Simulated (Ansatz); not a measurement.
**WSi2 with two functionals, uniaxial stress, 8 GPa tension along z**

Start from WSi₂ (space group I4/mmm, No. 139; a = 3.229 Å, c = 7.870 Å; relaxed with 0.1 eV smearing). Axes: x, y, z lie along a, b, c of the conventional cell.

(Cell as relaxed with PBE.)

Levels (all Ansatz, an electronic-structure program, PAW, earlier PAW set): PBE (420 eV, spin-orbit coupling left out); r2SCAN (500 eV, scalar-relativistic without spin-orbit coupling).

Each level relaxes its own structure.

```tsv
base	PBE	r2SCAN
volume per atom	13.68 Å³	13.42 Å³
lattice parameter a	322.9 pm	321.2 pm
band gap	zero	zero
```

The change: uniaxial stress, 8 GPa tension along z; all other stress components relax to zero.

```tsv
quantity	PBE	r2SCAN
energy relative to the base (free energy F)	+6.2 meV/atom	___
secant Young's modulus along z	450 GPa	___
volume per atom	13.84 Å³	___
```

Problem. What does r2SCAN give?

Solution. 
- energy relative to the base (free energy F), r2SCAN: +5.4 meV/atom
- secant Young's modulus along z, r2SCAN: 510 GPa
- volume per atom, r2SCAN: 13.56 Å³

PBE's energy relative to the base lies 0.9 meV/atom above r2SCAN's; PBE's secant Young's modulus along z lies 60 GPa below r2SCAN's; PBE's volume per atom lies 0.273 Å³ above r2SCAN's (2.0 %). Neither level is exact; r2SCAN is the comparison here, not a measurement.

Load acts through the strain it causes; cell and atoms are relaxed under it. Beyond what the load breaks, stability against distortions was not tested. The final runs are not spin-polarised.
